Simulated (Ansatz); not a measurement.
**Response to strain in SiC**

Start from SiC in the wurtzite structure (space group P6_3mc, No. 186; a = 3.0760 Å, c = 5.0478 Å).

Strains are applied to the cell and any free atomic positions relax.

Level of theory: Ansatz (a first-principles code) PBEsol, no spin-orbit coupling.

```tsv
isotropic strain (%)	band gap (eV)
0	2.12
0.6	2.16
1.2	2.19
1.8	2.22
2.4	?
3	2.28
```

Question: Fit E_g = E₀ + Dε (ε in %) to the rows shown and predict the withheld row.

Answer: Least squares on the printed values gives E₀ = 2.12 eV, D = 52.5 meV per % of strain (largest residual 0.00 eV); this predicts 2.25 eV, and the run gives 2.25 eV, in agreement.

Whether these cells are dynamically stable was not tested.
